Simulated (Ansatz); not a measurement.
# Several settings converged on SnO (Pm, 4 atoms in the cell)

```
SnO
1.0
    3.37177     0.00000     0.00000
    0.00000     5.70247     0.00000
    0.00000     0.00000     4.24308
Sn O
2 2
Cartesian
  0.00000   1.32246   2.22729
  1.68589   4.38001   0.05575
  0.00000   5.08233   3.12656
  1.68589   0.62014   1.00502
```

Base method: PBEsol, default PAW files made with PBE (plane waves; Ansatz, a quantum-chemistry and plane-wave program).

Base settings: basis.ecutwfc = 30.9 Ry; kpoints.mp_grid.grid = 6 4 5; hamiltonian.xc = pbesol; hamiltonian.pseudopotentials = {kind: paw} (the program's default PAW files); scf.occupations.method = fixed.

The count of work is k-points × plane waves × bands × iterations; it is no time. Core times come from one kind of shared machine, to one figure; runs under 30 s give none.

**The cutoff for other potential files**

Level: DFT, PBEsol, plane waves, harder PAW files (source: ansatz) made with PBE.

In this ladder: hamiltonian.pseudopotentials = {kind: paw, source: ansatz}.

The second cell is the first with its lattice scaled by 0.98.

The mesh stays at the base's, so the ladder's end is converged at best in this setting alone.

The first pressure column holds Ansatz's estimate of the finite-basis (Pulay) stress, which hides part of the cutoff error; the other is without it.

Only quantities that move along the ladder and can be compared are tabulated.

| basis.ecutwfc | free energy less the last step's (meV/atom) | energy of the compressed cell less the first (meV/atom) | pressure (GPa) | pressure without the Pulay estimate (GPa) | largest difference of a force vector from the last step's (eV/Å) | count of work / last | core time / last (rough) |
|---|---|---|---|---|---|---|---|
| 30.9 Ry | 1390.27 | -10.64 | -4.17 | -62.38 | 0.079 | 0.11 | – |
| 37.5 Ry | 290.73 | -17.09 | -4.37 | -17.05 | 0.007 | 0.14 | – |
| 47.8 Ry | 29.17 | -17.45 | -4.42 | -6.18 | 0.003 | 0.21 | – |
| 58.1 Ry | 1.86 | -17.47 | -4.44 | -4.59 | 0.001 | 0.28 | – |
| 68.4 Ry | 0.38 | -17.47 | -4.44 | -4.44 | 0.000 | 0.36 | 0.4 |
| 82 Ry | 0.26 | -17.48 | -4.44 | -4.44 | 0.000 | 0.47 | 0.6 |
| 102.5 Ry | 0.10 | -17.48 | -4.44 | -4.44 | 0.000 | 0.65 | 0.8 |
| 136.7 Ry | 0.00 | -17.48 | -4.44 | -4.44 | 0.000 | 1.0 | 1 |

Coarsest basis.ecutwfc that holds the pressure without the Pulay estimate within 0.2 GPa of the last step, with all finer ones: 58.1 Ry, at 0.28 of the last step's count of work; the step before is off by 1.7 GPa.

Coarsest basis.ecutwfc that holds the forces within 0.005 eV/Å of the last step, with all finer ones: 47.8 Ry, at 0.21 of the last step's count of work; the step before is off by 0.007 eV/Å.

Coarsest basis.ecutwfc that holds the free energy within 1 meV/atom of the last step, with all finer ones: 68.4 Ry, at 0.36 of the last step's count of work and about 0.4 of the last step's time; the step before is off by 1.9 meV/atom.

The energy difference between the two cells stays within 1 meV/atom of the last step's from 37.5 Ry on, the total only from 68.4 Ry on: much of the error is common to both cells and cancels.

At the lowest cutoff the pressure without the Pulay estimate lies 57.9 GPa under the last step's, the usual sign of Pulay stress in an incomplete plane-wave basis.

**The density cutoff**

The second cell is the first with its lattice scaled by 0.98.

The mesh stays at the base's, so the ladder's end is converged at best in this setting alone.

Only quantities that move along the ladder and can be compared are tabulated.

```tsv
basis.ecutrho_ratio	free energy less the last step's (meV/atom)	energy of the compressed cell less the first (meV/atom)	pressure (GPa)
2	-2.69	-17.06	-4.17
3	0.07	-17.44	-4.44
4	0.00	-17.44	-4.44
5	0.00	-17.44	-4.44
6	0.00	-17.44	-4.44
8	0.00	-17.44	-4.44
10	0.00	-17.44	-4.44
12	0.00	-17.44	-4.44
16	0.00	-17.44	-4.44
```

Coarsest basis.ecutrho_ratio that holds the free energy within 0.5 meV/atom of the last step, with all finer ones: 3; the step before is off by 2.7 meV/atom.

Coarsest basis.ecutrho_ratio that holds the energy of the compressed cell less the first within 0.2 meV/atom of the last step, with all finer ones: 3; the step before is off by 0.38 meV/atom.

Coarsest basis.ecutrho_ratio that holds the pressure within 0.2 GPa of the last step, with all finer ones: 3; the step before is off by 0.27 GPa.

The energy difference between the two cells stays within 1 meV/atom of the last step's from 2 on, the total only from 3 on: much of the error is common to both cells and cancels.

**The relaxed cell against the cutoff**

On SnO (Pmn2_1, 4 atoms in the cell): atoms on their sites.

In this ladder: relax = cell and atoms.

The mesh stays at the base's, so the ladder's end is converged at best in this setting alone.

Only quantities that move along the ladder and can be compared are tabulated.

```tsv
basis.ecutwfc	relaxed volume (Å³/atom)	relaxation steps	core time / last (rough)
18.4 Ry	18.804	113	1
21.7 Ry	18.386	104	2
26.1 Ry	18.535	33	0.7
30.9 Ry	18.404	16	0.6
37.1 Ry	18.399	9	0.4
46.3 Ry	18.402	9	0.6
61.7 Ry	18.400	9	1
```

Coarsest basis.ecutwfc that holds the relaxed volume within 0.037 Å³/atom of the last step, with all finer ones: 30.9 Ry; the step before is off by 0.14 Å³/atom.

At the lowest cutoff the cell relaxes to a volume 2.2 % larger than at the highest. Ansatz relaxes on a stress corrected for the finite basis.

On the base run: the starting cell comes from a database of computed structures (which also holds hypothetical and non-ambient phases and stackings), without a prior relaxation at this level. Its lattice was rescaled by up to half a per cent. One atom was moved a little off its site on purpose.

Left out of this page: 1 run of the series stopped by limits of time or memory.

Keys are those of Ansatz 0.2.
